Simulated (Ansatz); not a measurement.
The parent structure is Si (space group Ia-3, No. 206; a = 6.601 Å).

Method: Ansatz (a program for electronic structure), PBEsol, PAW, cutoff 420 eV, scalar-relativistic without spin-orbit coupling, earlier PAW set.

For the base:

- Lattice parameter a = 6.601 Å
- Band gap = zero

One thing is altered: a hydrostatic pressure of 3 GPa.

### Question
Predict the new lattice parameter a.

### Answer
The lattice parameter a shrinks by 0.067 Å (6.601 Å → 6.534 Å).

### Question
What happens to the band gap?

### Answer
The band gap stays zero.

Load acts through the strain it causes; cell and atoms are relaxed under it. Stability against distortions was not tested. This is not the structure that Si has at room temperature and ambient pressure. A zero or small gap of Si can be the functional's error rather than a property of the material.
